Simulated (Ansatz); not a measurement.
ZnSe under load (space group I-4m2), PBE with spin-orbit coupling, rigid bands run with Ansatz (a quantum-chemistry and plane-wave program). Condition of this run: uniaxial stress along [001] of -2.4 GPa (compression positive) (the target of the relaxation). Band gap 1.09 eV, N_c = 7.94e17 cm⁻³ and N_v = 7.02e18 cm⁻³ at 300 K, conductivity masses along y (a = (0.00, 2.77, 2.94) Å; b = (2.77, 0.00, 2.94) Å; c = (2.77, 2.77, 0.00) Å) of 0.103 mₑ (electrons) and 0.425 mₑ (holes). Take k_BT = 0.02585 eV.

**Question.** What thermal injection velocity √(2k_BT/πm) limits a ballistic channel along the direction named?

**Answer.** 1.68e7 cm/s for electrons and 8.25e6 cm/s for holes, a ratio of √(m_h/m_e) = 2.03, for dilute carriers.

**Question.** A film of it is 8 nm thick, with its normal along the direction named. Estimate the confinement energies in an infinite well.

**Answer.** ħ²π²/(2m t²) = 0.376 eV·nm²/(m/mₑ × t²) gives 57.0 meV for electrons and 13.8 meV for holes, so the gap would widen to about 1.16 eV. Finite barriers and nonparabolic bands lower this, and with several valleys or bands the heaviest mass along the normal sets the lowest level, not this average.

**Question.** What built-in voltage has an abrupt junction with N_A = 1e16 and N_D = 1e17 cm⁻³, all dopants ionised?

**Answer.** V_bi = E_g/e − (k_BT/e) ln(N_c N_v/(N_A N_D)) = 1.09 − 0.02585 × 8.63 = 0.87 V, for the computed gap.

Rigid bands with the computed gap; masses take one relaxation time for all states. Geometry: cell and atoms relaxed with PBEsol.
